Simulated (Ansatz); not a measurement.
A self-consistent single point of MgAg2Sb2O6 (P1, 11 atoms in the cell) with Ansatz (a program for electronic structure).

Method: PBEsol, default PAW files made with PBE (plane waves; Ansatz).

```yaml
crystal:
  lattice:
    - [2.81129, 1.62310, 5.97326]
    - [-2.81129, 1.62310, 5.97326]
    - [0.00000, -3.24620, 5.97326]
  atoms:
    - { symbol: Mg, position: [0.50737, 0.49217, 0.49207] }
    - { symbol: Ag, position: [0.34081, 0.35468, 0.32004] }
    - { symbol: Ag, position: [0.65749, 0.64609, 0.68471] }
    - { symbol: Sb, position: [0.15502, 0.11767, 0.16328] }
    - { symbol: Sb, position: [0.84956, 0.82867, 0.84925] }
    - { symbol: O, position: [0.76248, 0.47872, 0.09960] }
    - { symbol: O, position: [0.22925, 0.53821, 0.92395] }
    - { symbol: O, position: [0.09713, 0.76717, 0.45861] }
    - { symbol: O, position: [0.89874, 0.26212, 0.51338] }
    - { symbol: O, position: [0.46425, 0.09493, 0.76836] }
    - { symbol: O, position: [0.53791, 0.91958, 0.22674] }
```

Reference input (self-consistent single point, DFT, PBEsol, plane waves, default PAW files made with PBE): basis.ecutwfc = 420 eV; kpoints.mp_grid.grid = 4 4 4; hamiltonian.xc = pbesol; hamiltonian.pseudopotentials = {kind: paw} (the program's default PAW files); scf.occupations.method = gaussian; scf.occupations.width = 0.136 eV. This run's input differs from it in these lines:

Ansatz 0.2 input:
```diff
@@ -19,3 +19,3 @@
 basis:
-  ecutwfc: 420.0
+  ecutwfc: 250.0
 kpoints:
```

Log, with long lists cut:

```
SCF iter   1: F=—  HF=-33118.477963 eV  |F-HF|=—  |Δ(HF+E_count)|=         —  Δρ=5.97e-2  dr2=2.74e0  ethr=1.77e-3  ⟨swp⟩=5.5  Hψ=9125  notcnv=0  defer=48
all-band conjugate gradients solve this SCF's bands
preconditioner: auto → LDOS
SCF iter   2: F=—  HF=-33118.289830 eV  |F-HF|=—  |Δ(HF+E_count)|=   1.88e-1  Δρ=4.02e-2  dr2=1.81e0  ethr=1.77e-3  ⟨swp⟩=2.8  Hψ=5193  notcnv=0  defer=225
   [... lines left out ...]
SCF iter   7: F=—  HF=-33117.668203 eV  |F-HF|=—  |Δ(HF+E_count)|=   4.22e-5  Δρ=8.20e-5  dr2=1.19e-5  ethr=1.45e-7  ⟨swp⟩=2.0  Hψ=3885  notcnv=0  defer=225
SCF iter   8: F=—  HF=-33117.668200 eV  |F-HF|=—  |Δ(HF+E_count)|=   3.29e-6  Δρ=2.77e-5  dr2=1.52e-6  ethr=1.04e-8  ⟨swp⟩=2.0  Hψ=3886  notcnv=0  defer=225
SCF iter   9: F=—  HF=-33117.668200 eV  |F-HF|=—  |Δ(HF+E_count)|=   6.54e-8  Δρ=1.14e-5  dr2=2.35e-7  ethr=1.34e-9  ⟨swp⟩=2.0  Hψ=3705  notcnv=0  defer=225
SCF iter  10: F=-33117.668200 eV  HF=-33117.668200 eV  |F-HF|=2.83e-8  |Δ(HF+E_count)|=   2.82e-8  Δρ=4.05e-6  dr2=3.63e-8  ethr=8.77e-11  ⟨swp⟩=10.0  Hψ=11267  notcnv=0
SCF 1 converged in 10 iterations: F = -33117.668200 eV  dr2 = 3.63e-8
Free energy (F): -33117.668200 eV
Internal energy: -33117.637221 eV  (E = F + TS)
E sigma→0 (E₀):  -33117.652710 eV
Entropy (-TS):   -0.030979 eV (-2.816 meV/atom)
Fermi energy:    9.855378 eV
--- Forces (eV/Å), atoms counted from 1 ---
  atom   1  Mg    -0.09380945    -0.50548228     0.89932923
  atom   2  Ag    -0.01985384    -0.05937203    -0.69004975
  atom   3  Ag    -0.03793180    -0.02468375    -0.22541648
  atom   4  Sb    -1.79788020     2.29193770     2.99495698
  atom   5  Sb    -0.68277992     0.18165642     1.72987282
  atom   6  O     -0.03918415     0.37923018    -1.01110684
  atom   7  O     -0.64217127     0.35831284    -1.24250560
  atom   8  O      1.18452630    -2.21043133    -0.48811583
   [... lines left out ...]
  atom  11  O     -0.12978777     0.26371170    -1.22519047
--- Stress (GPa, compression-positive) ---
       -5.840727      -1.211617      -0.750683
       -1.211618      -1.633876       0.989850
       -0.750684       0.989850      -6.199038
  P = ⅓ Tr σ = -4.5579 GPa (-45.579 kbar)
  The stress holds the Pulay correction. Without it, at fixed plane waves, as pw.x and ABINIT print it: P = -86.5676 GPa
```

The run converged in 10 iterations. Against the reference run the free energy goes up by 1.42 eV/atom, the pressure goes from -3.69 to -4.56 GPa and the largest force goes from 3.568 to 4.178 eV/Å.

The starting cell comes from a database of computed structures (which also holds hypothetical and non-ambient phases and stackings), without a prior relaxation at this level. Its atoms were displaced at random from the sites of space group no. 148. Spin-orbit coupling is off. Forces in this geometry exceed 1 eV/Å. Ansatz's pressure includes its estimate of the finite-basis (Pulay) stress. Without the estimate this run gives -86.57 GPa. The cutoff lies below the one recommended for these files. The run gives no clean gap (levels at the Fermi energy touch, overlap or are partly filled at this smearing), which alone does not show that the compound is a metal.
